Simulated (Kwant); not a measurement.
Model system: wire with one Gaussian impurity in a GaN two-dimensional gas. Effective mass 0.22 mₑ, grid spacing 3.3 nm, hard walls, nominal width 80 nm (25 grid rows, so walls 85.8 nm apart), one parabolic valley, scattering region 240 nm long along x; energies count from the band bottom; Fermi energy swept from 0.00021365 to 0.0045401 eV. Impurity U exp(−r²/2σ²), U = -0.015 eV, σ = 8 nm, 0 nm off the axis.

The device is made up for the run: typed textbook-type constants, with dimensions and the other settings drawn at random.

Kwant, effective-mass tight-binding model on a square grid, one spin, coherent transport at 0 K. Conductance is in e²/h.

Density of the scattering states that come in from the left lead, at energy = 0.0013044 eV, in bins, relative to the largest site value (x marks bins outside the device):

```
|    ...         ..                          |
|.::----::.   .:---:::......                 |
|.-==+++=-:   .-+++=--::::.....  ............|
|:=+*###*=:. .:=###*+=----:..................|
|-+*##%%#+-. .-+%@%#+====-::.................|
|=*###%%#*=. .-*@@@#++++=-::.................|
|=***##%#*=: .-*@@@*++++=-:..................|
|=**++**#*=: .-+%@%+===+=:...................|
|=++=-=+**=:  :+#%*=---=-:...................|
|=+=:.:-++=:  :=##+-...--.                   |
|=+-.  :++=:  :=*+=.   -=.                   |
|=+-. .:++=:  :=**=.   -=.                   |
|=+=:.:-++=:  :=##+-...--.                   |
|=++=-=+**=:  :+#%*=---=-:...................|
|=**++**#*=: .-+%@%+===+=:...................|
|=***##%#*=: .-*@@@*++++=-:..................|
|=*###%%#*=. .-*@@@#++++=-::.................|
|-+*##%%#+-. .-+%@%#+====-::.................|
|:=+*###*=:. .:=###*+=----:..................|
|.-==+++=-:   .-+++=--::::.....  ............|
|.::----::.   .:---:::......                 |
|    ...         ..                          |
```
Scale: ten equal steps from 0.007 (start of ' ') to 1.00 (end of '@'), in the order ' .:-=+*#%@'; x runs from -116 to 116, y from -37.8 (bottom) to 37.8 (top).

The conductance there is 0.86 e²/h with 2 open channel(s) in the leads.
